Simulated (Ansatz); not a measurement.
## SiC under a change: Si → Pt

Base system: SiC (space group P6_3mc, No. 186; a = 3.078 Å, c = 10.076 Å).

Now apply this change: Pt takes the place of Si on all its sites; the structure is relaxed again.

Calculations: Ansatz (a quantum-chemistry and plane-wave program), r2SCAN, PAW, cutoff 500 eV, scalar-relativistic without spin-orbit coupling. Settings: 16×16×4 k-points, 0.05 eV Fermi–Dirac smearing, for the changed cell.

```json
{
 "volume_per_atom": "12.97 Å³ (base 10.33 Å³)",
 "density": "13.25 g/cm³ (base 3.22 g/cm³)",
 "lattice_parameter_a": "3.256 Å (base 3.078 Å)",
 "c/a ratio": "3.472 (base 3.274)",
 "space_group": "P6_3mc (No. 186) (base P6_3mc (No. 186))",
 "band_gap": "zero (base 2.60 eV)"
}
```

Final structure:

```
PtC
1.0
    3.25586     0.00000     0.00000
   -1.62793     2.81966     0.00000
    0.00000     0.00000    11.30522
Pt C
4 4
Direct
  0.00000   0.00000   0.99665
  0.00000   0.00000   0.49665
  0.66667   0.33333   0.75059
  0.33333   0.66667   0.25059
  0.00000   0.00000   0.81389
  0.00000   0.00000   0.31389
  0.66667   0.33333   0.56450
  0.33333   0.66667   0.06450
```

Cost of the whole job for the changed cell (relaxation, final SCF and bands): roughly 13 core-minutes.

No phonon test of stability was made. As relaxed here, PtC is a hypothetical phase, not in the database extracts checked. All final runs are without spin polarisation.
